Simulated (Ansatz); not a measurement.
PtS2, pressure series

Consider PtS₂ in the CdI2 type structure (space group P-3m1, No. 164; a = 3.584 Å, c = 4.656 Å; layered, stacked along the Cartesian z axis).

Cell and atoms are relaxed at each pressure.

Computed with PBE-D3(BJ) (Ansatz, a program for electronic structure; PAW; 420 eV plane waves; scalar-relativistic without spin-orbit coupling).

Computed cases, in order: pressure −1 GPa; 0 GPa (base); pressure 0.3 GPa; pressure 0.7 GPa; pressure 1.5 GPa; pressure 3 GPa; pressure 5 GPa; pressure 7.5 GPa; pressure 10 GPa.

### Question
Between which two neighbouring cases does the band gap open or close?

### Answer
Between pressure −1 GPa (0.25 eV) and 0 GPa (base) (zero). The whole series: pressure −1 GPa: 0.25 eV; 0 GPa (base): zero; pressure 0.3 GPa: zero; pressure 0.7 GPa: zero; pressure 1.5 GPa: zero; pressure 3 GPa: zero; pressure 5 GPa: zero; pressure 7.5 GPa: zero; pressure 10 GPa: zero.

With Pt present, leaving out spin-orbit coupling can change the band edges. Load acts through the strain it causes; cell and atoms are relaxed under it. Stability against distortions was not tested. No other phases were tried under pressure. The final runs are not spin-polarised. A zero or small gap of PtS2 can be the functional's error rather than a property of the material.
